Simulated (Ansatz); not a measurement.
# A computed series for Ca3GeO: pressure series

Take Ca3GeO (space group Imma, No. 74; a = 6.600 Å, b = 9.334 Å, c = 6.623 Å; a cell from a computed database, its experimental status unchecked) as the base.

Cell and atoms are relaxed at each pressure.

Level of theory: PBEsol/PAW in Ansatz (a quantum-chemistry and plane-wave program), no SOC.

Notes on the quantities. enthalpy: H = E + PV relative to the base's energy.

| case | enthalpy | shortest interatomic distance |
|---|---|---|
| base | – | 2.344 Å |
| pressure −2 GPa | -0.26 eV/atom | [?] |
| pressure −1 GPa | -0.13 eV/atom | 2.357 Å |
| pressure 0.3 GPa | +0.04 eV/atom | 2.340 Å |
| pressure 0.7 GPa | +0.09 eV/atom | [?] |
| pressure 1.5 GPa | +0.19 eV/atom | 2.326 Å |
| pressure 3 GPa | +0.37 eV/atom | 2.309 Å |
| pressure 5 GPa | +0.61 eV/atom | 2.289 Å |
| pressure 7.5 GPa | +0.91 eV/atom | 2.267 Å |
| pressure 10 GPa | +1.19 eV/atom | 2.247 Å |

What belongs in the blanks?


- pressure −2 GPa, shortest interatomic distance: 2.372 Å
- pressure 0.7 GPa, shortest interatomic distance: 2.336 Å

The mesh was chosen for an insulator and is coarse for the gapless case. Load acts through the strain it causes; cell and atoms are relaxed under it. No phonon test of stability was made. Competing high-pressure phases were not computed. The final runs are not spin-polarised.
